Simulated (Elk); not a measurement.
**Input and output of a self-consistent single point for Os (P6_3/mmc, 2 atoms in the cell) (Elk)**

Level of theory: PBE, all-electron FP-LAPW, Elk's shipped species files, default APW+lo basis (Elk).

The input file:

```
tasks
  0

xctype
  20

rmtscf
  0.85

stype
  0

swidth
  0.00499791

maxscl
  100

scale
  5.158952318

avec
    0.5000000000   -0.8660254038    0.0000000000
    0.5000000000    0.8660254038    0.0000000000
    0.0000000000    0.0000000000    1.5824175832

sppath
  'species/'

atoms
  1
  'Os.in'
  2
  0.3333333333  0.6666666667  0.2500000000    0.0 0.0 0.0
  0.6666666667  0.3333333333  0.7500000000    0.0 0.0 0.0

ngridk
  11 11 6
```

Output, abridged:

```
│ Elk code version 10.2.4 │

All units are atomic (Hartree, Bohr, etc.)

│ Ground-state run starting from atomic densities │

Lattice vectors :
   2.579476159      -4.467783764       0.000000000
   2.579476159       4.467783764       0.000000000
   0.000000000       0.000000000       8.163616859

Unit cell volume      :    188.1638859
Brillouin zone volume :    1.318266852

Muffin-tin inner radius fraction :   0.1000000000E-01

Nuclei treated as point charges

Species :    1 (Os)
 parameters loaded from : Os.in
 name : osmium
 nuclear charge    :   -76.00000000
 electronic charge :    76.00000000
 atomic mass :    346768.0765
 muffin-tin radius :    2.380000000
 number of radial points in muffin-tin :    697
 atomic positions (lattice), magnetic fields (Cartesian) :
   1 :   0.33333333  0.16666667  0.25000000    0.00000000  0.00000000  0.00000000
   2 :  -0.33333333 -0.16666667 -0.25000000    0.00000000  0.00000000  0.00000000

Total number of atoms per unit cell :    2

Spin treatment :
 spin-unpolarised

Number of Bravais lattice symmetries :   24
Number of crystal symmetries         :   24
Crystal has inversion symmetry
Real symmetric eigensolver will be used

k-point grid :     11    11     6
k-point offset :    0.000000000       0.000000000       0.000000000
k-point set is reduced with full crystal symmetry group
Total number of k-points :       64

Muffin-tin radius times maximum |G+k| :    7.000000000
 using average radius
Maximum |G+k| for APW functions       :    2.941176471
Maximum (1/2)|G+k|²                   :    4.325259516
Maximum |G| for potential and density :    12.00000000
 potential will be trimmed for |G| > 2 gkmax
Constant for pseudocharge density :    7
Radial integration step length :    4

G-vector grid sizes :     20    20    32
Number of G-vectors :     5455

Maximum angular momentum used for
 APW functions                      :    8
 outer part of muffin-tin           :    6
 inner part of muffin-tin           :    1

Total nuclear charge    :   -152.0000000
Total core charge       :    92.00000000
Total valence charge    :    60.00000000
Total excess charge     :    0.000000000
Total electronic charge :    152.0000000

Effective Wigner radius, rₛ :   0.6660927276

Number of empty states         :    8
Total number of valence states :   38
Total number of core states    :   92

Total number of local-orbitals :   64

Exchange-correlation functional :     20     0     0
 Perdew-Burke-Ernzerhof, Phys. Rev. Lett. 77, 3865 (1996)
 gradient requirement :    1
 generalised gradient approximation (GGA)

Smearing type :    0
 Gaussian
Smearing width :   0.4997910000E-02
Effective electronic temperature (K) :    1578.215154

Mixing type :    3
 Broyden mixing, J. Phys. A: Math. Gen. 17, L317 (1984)

Kohn-Sham potential initialised from atomic data

│ Self-consistent loop started │
│ Loop number : 1 │
 total energy                :     -34562.9613218
│ Loop number : 2 │
 total energy                :     -34563.4464590
RMS change in Kohn-Sham potential (target) :   0.2055410563     (  0.1000000000E-05)
Absolute change in total energy (target)   :   0.4851372063     (  0.1000000000E-03)
│ Loop number : 3 │
 total energy                :     -34564.2333506
RMS change in Kohn-Sham potential (target) :   0.1931392259     (  0.1000000000E-05)
Absolute change in total energy (target)   :   0.9081758647     (  0.1000000000E-03)
│ Loop number : 4 │
 total energy                :     -34564.3571239
RMS change in Kohn-Sham potential (target) :   0.1662820792     (  0.1000000000E-05)
Absolute change in total energy (target)   :   0.3508172762     (  0.1000000000E-03)
│ Loop number : 5 │
 total energy                :     -34564.4956013
RMS change in Kohn-Sham potential (target) :   0.7623254861E-01 (  0.1000000000E-05)
Absolute change in total energy (target)   :   0.2261817087     (  0.1000000000E-03)
│ Loop number : 6 │
 total energy                :     -34564.1624772
RMS change in Kohn-Sham potential (target) :   0.2497424324E-01 (  0.1000000000E-05)
Absolute change in total energy (target)   :   0.2765787118     (  0.1000000000E-03)
│ Loop number : 7 │
 total energy                :     -34564.2013398
RMS change in Kohn-Sham potential (target) :   0.3793114748E-03 (  0.1000000000E-05)
Absolute change in total energy (target)   :   0.3028201091E-01 (  0.1000000000E-03)
│ Loop number : 8 │
 total energy                :     -34564.1522135
RMS change in Kohn-Sham potential (target) :   0.2360713539E-03 (  0.1000000000E-05)
Absolute change in total energy (target)   :   0.5669685110E-01 (  0.1000000000E-03)
│ Loop number : 9 │
 total energy                :     -34564.1457434
RMS change in Kohn-Sham potential (target) :   0.1672199511E-03 (  0.1000000000E-05)
Absolute change in total energy (target)   :   0.2064425810E-01 (  0.1000000000E-03)
│ Loop number : 10 │
 total energy                :     -34564.1609719
RMS change in Kohn-Sham potential (target) :   0.3602986838E-04 (  0.1000000000E-05)
Absolute change in total energy (target)   :   0.1006740369E-01 (  0.1000000000E-03)
│ Loop number : 11 │
 total energy                :     -34564.1640976
RMS change in Kohn-Sham potential (target) :   0.9430873367E-05 (  0.1000000000E-05)
Absolute change in total energy (target)   :   0.5642586650E-02 (  0.1000000000E-03)
│ Loop number : 12 │
 total energy                :     -34564.1645321
RMS change in Kohn-Sham potential (target) :   0.3051469743E-05 (  0.1000000000E-05)
Absolute change in total energy (target)   :   0.1845075181E-02 (  0.1000000000E-03)
│ Loop number : 13 │
 total energy                :     -34564.1647413
RMS change in Kohn-Sham potential (target) :   0.1955600999E-05 (  0.1000000000E-05)
Absolute change in total energy (target)   :   0.6704596162E-03 (  0.1000000000E-03)
│ Loop number : 14 │
 total energy                :     -34564.1647228
RMS change in Kohn-Sham potential (target) :   0.5215362581E-06 (  0.1000000000E-05)
Absolute change in total energy (target)   :   0.1491578005E-03 (  0.1000000000E-03)
│ Loop number : 15 │
 total energy                :     -34564.1647208
RMS change in Kohn-Sham potential (target) :   0.3919047914E-07 (  0.1000000000E-05)
Absolute change in total energy (target)   :   0.3533386189E-04 (  0.1000000000E-03)
Convergence targets achieved

│ Loop number : 16 │

Energies :
 Fermi                       :     0.583863933773
 sum of eigenvalues          :     -21171.5421030
 electron kinetic            :      39237.0382412
 core electron kinetic       :      37737.9500992
 Coulomb                     :     -73118.6072670
 Coulomb potential           :     -59515.6269098
 nuclear-nuclear             :     -2868.50591231
 electron-nuclear            :     -80984.5757995
 Hartree                     :      10734.4744448
 Madelung                    :     -43360.7938120
 xc potential                :     -892.953434303
 exchange                    :     -673.306680291
 correlation                 :     -9.28901556698
 total energy                :     -34564.1647216

Density of states at Fermi energy :    44.66490198
 (states/Hartree/unit cell)

Estimated indirect band gap :   0.1964763820E-02
 from k-point      1 to k-point     42
Estimated direct band gap   :   0.1165191449E-01
 at k-point     39

Charges :
 core                        :    92.00000000
 valence                     :    60.00000000
 interstitial                :    4.095551624
 muffin-tins (core leakage)
  species :    1 (Os)
   atom    1                 :    73.95222419     (  0.7764863454E-06)
   atom    2                 :    73.95222419     (  0.7764863454E-06)
 total in muffin-tins        :    147.9044484
 total calculated charge     :    151.9934695
 total charge                :    152.0000000
 error                       :   0.6530484363E-02

│ Self-consistent loop stopped │
```

The run converged in 16 iterations. The count includes the last loop, which Elk runs after its targets are met.

The starting cell has typed, rounded lattice constants, without a prior relaxation at this level. Spin-orbit coupling is off. Spin polarisation is off. Values depend on the basis (sphere radii, cutoffs, local orbitals), which need not be converged. The log's line on a gap gives a spacing of levels on this mesh, which the program prints for metals too.
